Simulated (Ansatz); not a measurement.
MoSi2: transverse stress against strain

MoSi2 (MoSi2 type, I4/mmm, 13.581 Å³/atom at rest, c along z) under a strain ε along c (axis z), the other axes held. PBE in Ansatz, a plane-wave DFT program (PAW, default set), 420 eV, 25×25×25 Γ-centred mesh, Fermi-Dirac smearing 0.10 eV; ions are relaxed within the symmetry of each cell. Stress is positive for a compressed cell.

Here s stands for strain and y for stress xx.

```csv
strain (%),stress xx (GPa)
-3.00,?
-1.50,1.38
-1.00,0.91
-0.50,0.45
0.00,0.00
0.50,-0.44
1.00,-0.86
1.50,-1.27
```

Taking a straight line for y over the 7 complete rows: Means: s 0, y 0.024. About the means, the sum of products is -6.1900 and the sum of squares of s is 7.0000; the slope is their ratio. Least squares gives y = 0.024 - 0.8843·s. Residuals (row less fit): 0.030, 0.002, -0.016, -0.024, -0.022, 0.000, 0.032; standard error 0.025 (degrees of freedom: 5). The slope gives the elastic constant C13 = 88 ± 1.0 GPa.

Estimate the missing y (s = -3.00); what did the run itself give?

y = 0.024 - 0.8843 × (-3.0) = 2.677 GPa. The calculation gives 2.90 GPa, 0.223 GPa above the prediction (5.3 % of the range of y in the table). The row lies outside the fitted rows, so this is an extrapolation. From the scatter of the fitted rows alone, a prediction at this place has a standard error of 0.040 GPa, so the miss is 5.6 times that.

One order more, fitted to all 13 runs of the series, follows each within 0.01, so the miss is the next term of a smooth law. In a metal these values are sensitive to mesh and smearing; energies are taken to zero smearing, stresses follow the free energy. Rows are the converged runs of the series near zero and its far end; series whose fitted rows scatter by over a few per cent of the range, as at a crossing or softening among them, aren't shown in this form. Most that stay on the fit to the last digits aren't either.
